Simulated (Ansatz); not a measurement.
# Response to strain in TiN

Base system: TiN in the rock salt structure (space group Fm-3m, No. 225; relaxed with 0.1 eV smearing).

```xyz
2
Lattice="0.0000 2.1170 2.1170 2.1170 0.0000 2.1170 2.1170 2.1170 0.0000" Properties=species:S:1:pos:R:3 pbc="T T T"
N      0.0000     0.0000     0.0000
Ti     2.1170     2.1170     2.1170
```

Cartesian axes are those of the cell as printed.

Strains are applied to the cell and any free atomic positions relax; under biaxial strain the out-of-plane vector relaxes too.

The values are results of r2SCAN (Ansatz, a program for electronic structure; PAW; 500 eV plane waves; no spin-orbit coupling), earlier PAW set, not measurements.

Candidates:
(a) isotropic strain +1.27 %
(b) biaxial strain −2.49 %, plane normal [001], relaxed out of plane
(c) biaxial strain +0.93 %, plane normal [110], relaxed out of plane
(d) biaxial strain +2.30 %, plane normal [001], relaxed out of plane

Notes on the quantities. energy relative to the base: free energy F.

**Question.** Order them by energy relative to the base, lowest first.

**Answer.** (c) biaxial strain +0.93 %, plane normal [110], relaxed out of plane (+3.1 meV/atom), (a) isotropic strain +1.27 % (+12 meV/atom), (d) biaxial strain +2.30 %, plane normal [001], relaxed out of plane (+20 meV/atom), (b) biaxial strain −2.49 %, plane normal [001], relaxed out of plane (+28 meV/atom)

A biaxial case was relaxed in a doubled cell and then solved in the primitive one. No phonon test of stability was made. All final runs are without spin polarisation. An odd electron count without spin: TiN.
